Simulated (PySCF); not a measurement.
PySCF 2.14.0, PBE0/def2-svp, df: W(O)(NMe)(OMe)(NH2) (C[N]=[W]([NH2])(=[O])[O]C), 15 atoms. The geometry is a generated start, not checked to be a minimum at this level.

```json
{
 "task": "energy",
 "method": "pbe0",
 "basis": "def2-svp",
 "two_electron_scheme": "density fitting",
 "mol.max_memory": "3000 MB",
 "mf.max_cycle": "100",
 "mf.conv_tol": "1e-09 (default)",
 "mf.grids.level": "3 (default)",
 "effective_core_potentials": "those of the basis set, past Kr",
 "basis_functions": "156",
 "grid_points": "186976"
}
```

```xyz
15

W      0.2400     0.5764     0.6936
O      1.2504     1.9105     0.9745
N     -0.7585     0.7597    -0.7856
C     -1.3217     1.2383    -2.0077
H     -1.2105     0.4953    -2.8086
H     -2.3940     1.4354    -1.8867
H     -0.8368     2.1706    -2.3304
O      1.2025    -1.0184     0.6500
C      1.8226    -2.1383     0.0934
H      1.6627    -2.1552    -0.9967
H      2.9033    -2.1165     0.2976
H      1.4014    -3.0563     0.5291
N     -1.0669     0.5184     2.2271
H     -2.0873     0.4464     2.2205
H     -0.8072     0.9336     3.1300
```

Charge 0 and multiplicity 1 are set for this test and not shown to be the ground state.

With the defaults (mf.DIIS = CDIIS, mf.diis = true, mf.init_guess = minao, mf.damp = 0, mf.diis_start_cycle = 1, mf.diis_space = 8, mf.level_shift = 0) it converges in 15 Fock builds. One run each on 2 threads, 1 BLAS thread, with these changes:
- mf.diis_space = 5
- mf.DIIS = EDIIS
- mf.DIIS = ADIIS
- mf.damp = 0.7, mf.diis_start_cycle = 8
- mf.diis_space = 12
- mf.init_guess = mod_huckel
- mf.diis = false
- mf.level_shift = 1 Hartree
- mf.level_shift = 0.1 Hartree

Name the settings that don't reach the solution of the defaults.

No convergence: mf.DIIS = EDIIS; mf.diis = false (the run ends without SCF convergence in 100 cycles). The rest reach the solution of the defaults.

```json
[
 {"setting": "the defaults", "Fock builds": "15", "end": "same solution"},
 {"setting": "mf.diis_space = 12", "Fock builds": "15", "end": "same solution"},
 {"setting": "mf.level_shift = 0.1 Hartree", "Fock builds": "15", "end": "same solution"},
 {"setting": "mf.init_guess = mod_huckel", "Fock builds": "17", "end": "same solution"},
 {"setting": "mf.damp = 0.7, mf.diis_start_cycle = 8", "Fock builds": "17", "end": "same solution"},
 {"setting": "mf.diis_space = 5", "Fock builds": "19", "end": "same solution"},
 {"setting": "mf.DIIS = ADIIS", "Fock builds": "30", "end": "same solution"},
 {"setting": "mf.level_shift = 1 Hartree", "Fock builds": "38", "end": "same solution"},
 {"setting": "mf.DIIS = EDIIS", "Fock builds": "101", "end": "no convergence"},
 {"setting": "mf.diis = false", "Fock builds": "101", "end": "no convergence"}
]
```
